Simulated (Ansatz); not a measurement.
Take Re in the hcp (Mg type) structure (space group P6_3/mmc, No. 194; a = 2.752 Å, c = 4.440 Å; relaxed with 0.1 eV smearing) as the base. Axes: x lies along a and z along c of the hexagonal cell.

All numbers come from PBEsol (Ansatz, a program for electronic structure; PAW; 420 eV plane waves; scalar-relativistic without spin-orbit coupling).

For the base:

| Quantity | Result |
|---|---|
| Volume per atom | 14.56 Å³ |
| Pressure | 0.0 GPa |
| Band gap | zero |

One thing is altered: tensile biaxial strain of 0.50 % in the plane normal to [001], as in epitaxy on a mismatched substrate; the out-of-plane cell vector and the atoms relax.

What happens to the volume per atom, pressure and band gap?

The volume per atom rises by 0.10 Å³ to 14.66 Å³; the pressure (mean of the normal stresses, compression positive) goes from zero to -2.5 GPa; the band gap remains zero.

Stability against distortions was not tested. All final runs are without spin polarisation.
